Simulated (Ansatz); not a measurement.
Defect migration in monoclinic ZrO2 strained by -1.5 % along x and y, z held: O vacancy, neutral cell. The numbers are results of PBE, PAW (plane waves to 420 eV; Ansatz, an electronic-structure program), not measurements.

96-site cell at the strained lattice (strain from the relaxed PBE one, atoms relaxed), the Γ point alone, smearing 0.01 eV, spin-restricted, no finite-size correction. No zero-point or tunnelling terms. The charge state is imposed; whether it is stable for some Fermi level was not computed. Forms of the defect that were not tried may lie lower. The start lies 0.077 eV above the lowest site run (PBE).

Barriers: single points on a 2×2×2 k-point mesh shifted by half a step at the bands' geometries (they differ from the bands' own by up to 0.16 eV, and are uncertain by about as much).

The step: a nearby O atom hops onto the vacant site. Atoms about the jump, Cartesian Å from the middle of the jump, before and after:

```json
[
 {"atom": "O1", "x0": "-0.25", "y0": "-1.23", "z0": "-0.51", "x1": "0.25", "y1": "1.23", "z1": "0.51"},
 {"atom": "Zr2", "x0": "-1.47", "y0": "0.20", "z0": "0.25", "x1": "-1.46", "y1": "0.13", "z1": "0.21"},
 {"atom": "Zr3", "x0": "1.42", "y0": "-2.41", "z0": "-0.17", "x1": "1.40", "y1": "-2.38", "z1": "-0.17"},
 {"atom": "O4", "x0": "2.05", "y0": "-0.94", "z0": "1.25", "x1": "2.05", "y1": "-0.92", "z1": "1.23"},
 {"atom": "O5", "x0": "2.50", "y0": "-0.86", "z0": "-1.41", "x1": "2.49", "y1": "-0.85", "z1": "-1.40"},
 {"atom": "O6", "x0": "-0.73", "y0": "-0.45", "z0": "2.13", "x1": "-0.68", "y1": "-0.56", "z1": "2.08"},
 {"atom": "O7", "x0": "0.17", "y0": "-0.52", "z0": "-3.17", "x1": "0.14", "y1": "-0.48", "z1": "-3.12"},
 {"atom": "O8", "x0": "0.60", "y0": "2.02", "z0": "-2.00", "x1": "0.67", "y1": "2.12", "z1": "-2.10"},
 {"atom": "Zr9", "x0": "1.85", "y0": "0.62", "z0": "-2.81", "x1": "1.85", "y1": "0.63", "z1": "-2.81"},
 {"atom": "Zr10", "x0": "0.96", "y0": "0.62", "z0": "2.50", "x1": "0.98", "y1": "0.62", "z1": "2.47"},
 {"atom": "Zr11", "x0": "1.38", "y0": "2.72", "z0": "-0.13", "x1": "1.42", "y1": "2.76", "z1": "-0.17"},
 {"atom": "O12", "x0": "-2.12", "y0": "1.66", "z0": "-1.15", "x1": "-2.11", "y1": "1.65", "z1": "-1.16"},
 {"atom": "O13", "x0": "2.46", "y0": "1.73", "z0": "1.47", "x1": "2.54", "y1": "1.73", "z1": "1.49"},
 {"atom": "O14", "x0": "2.97", "y0": "1.66", "z0": "-1.15", "x1": "2.99", "y1": "1.66", "z1": "-1.16"},
 {"atom": "Zr15", "x0": "-1.04", "y0": "-1.95", "z0": "-2.40", "x1": "-1.04", "y1": "-1.97", "z1": "-2.42"},
 {"atom": "O16", "x0": "-2.62", "y0": "-0.86", "z0": "-1.42", "x1": "-2.54", "y1": "-0.85", "z1": "-1.39"},
 {"atom": "Zr17", "x0": "3.61", "y0": "0.17", "z0": "0.25", "x1": "3.63", "y1": "0.18", "z1": "0.25"},
 {"atom": "O18", "x0": "0.65", "y0": "-3.09", "z0": "-2.07", "x1": "0.65", "y1": "-3.03", "z1": "-2.04"}
]
```

**Question.** Where do these atoms stand at the saddle point, and how high is it?

**Answer.** 
```json
[
 {"atom": "O1", "x": "0.39", "y": "-0.06", "z": "-0.33"},
 {"atom": "Zr2", "x": "-1.46", "y": "0.10", "z": "0.20"},
 {"atom": "Zr3", "x": "1.27", "y": "-2.18", "z": "-0.18"},
 {"atom": "O4", "x": "2.11", "y": "-0.93", "z": "1.35"},
 {"atom": "O5", "x": "2.58", "y": "-0.87", "z": "-1.40"},
 {"atom": "O6", "x": "-0.73", "y": "-0.43", "z": "2.12"},
 {"atom": "O7", "x": "0.11", "y": "-0.48", "z": "-3.13"},
 {"atom": "O8", "x": "0.70", "y": "2.18", "z": "-2.13"},
 {"atom": "Zr9", "x": "1.82", "y": "0.59", "z": "-2.77"},
 {"atom": "Zr10", "x": "1.01", "y": "0.54", "z": "2.58"},
 {"atom": "Zr11", "x": "1.47", "y": "2.83", "z": "-0.23"},
 {"atom": "O12", "x": "-2.13", "y": "1.65", "z": "-1.19"},
 {"atom": "O13", "x": "2.32", "y": "1.73", "z": "1.44"},
 {"atom": "O14", "x": "3.00", "y": "1.65", "z": "-1.15"},
 {"atom": "Zr15", "x": "-1.11", "y": "-1.99", "z": "-2.45"},
 {"atom": "O16", "x": "-2.61", "y": "-0.85", "z": "-1.43"},
 {"atom": "Zr17", "x": "3.65", "y": "0.15", "z": "0.27"},
 {"atom": "O18", "x": "0.64", "y": "-2.94", "z": "-2.08"}
]
```
It lies 1.81 eV above the start and 1.81 eV above the end. The saddle point's order was not checked.
